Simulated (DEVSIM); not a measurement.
Device: Ti/SiO2/p-Ge capacitor, at 300 K.

```
layer (left to right)  material  thickness (nm)  Na (cm⁻³)
---------------------  --------  --------------  ---------
1                          SiO2            3.50          -
2                            Ge            7400     1.3e15
```

Metal gate on the left, work function 4.33 eV. Fixed charge at the semiconductor interface -9.2e11 cm⁻² (in units of +e); no interface traps.

This is a model device: material constants are rounded textbook-type values typed into the input, and sizes, dopings and lifetimes were drawn at random. Values at 300 K.

```csv
parameter,SiO2,Ge
gap (eV),9,0.664
affinity (eV),0.9,4
permittivity,3.9,16
Nc (cm⁻³),-,1.04e19
Nv (cm⁻³),-,6e18
```

DEVSIM, 1D Poisson equation in equilibrium, Boltzmann statistics, complete ionisation; no quantum confinement or tunnelling. Metal contacts follow the ideal Schottky-Mott rule: no Fermi-level pinning, no interface dipoles.

Question: Tabulate band edges, carrier densities and field at 0.25 V on the gate.

Answer: Energies count from the Fermi level of the right contact; mesh points crowd at the junctions.

```tsv
x (μm)	Ec (eV)	Ev (eV)	n (cm⁻³)	p (cm⁻³)	field (V/cm)
0.000	3.180	-5.820	< 1e2	< 1e2	460000
0.001090	3.230	-5.770	< 1e2	< 1e2	460000
0.002358	3.288	-5.712	< 1e2	< 1e2	460000
0.003460	3.339	-5.661	< 1e2	< 1e2	460000
0.005547	0.241	-0.423	9.2e14	4.8e11	7600
0.009574	0.244	-0.420	8.2e14	5.3e11	7500
0.01866	0.251	-0.413	6.3e14	6.9e11	7300
0.05061	0.273	-0.391	2.7e14	1.6e12	6700
0.1112	0.311	-0.353	6.2e13	7.0e12	5700
0.2479	0.375	-0.289	5.2e12	8.4e13	3700
0.5562	0.436	-0.228	5.0e11	8.8e14	720
1.641	0.446	-0.218	3.4e11	1.3e15	≈ 0
3.697	0.446	-0.218	3.4e11	1.3e15	≈ 0
5.707	0.446	-0.218	3.4e11	1.3e15	≈ 0
6.831	0.446	-0.218	3.4e11	1.3e15	≈ 0
7.150	0.446	-0.218	3.4e11	1.3e15	≈ 0
7.292	0.446	-0.218	3.4e11	1.3e15	≈ 0
7.355	0.446	-0.218	3.4e11	1.3e15	≈ 0
7.388	0.446	-0.218	3.4e11	1.3e15	≈ 0
7.397	0.446	-0.218	3.4e11	1.3e15	≈ 0
7.401	0.446	-0.218	3.4e11	1.3e15	≈ 0
7.404	0.446	-0.218	3.4e11	1.3e15	≈ 0
```
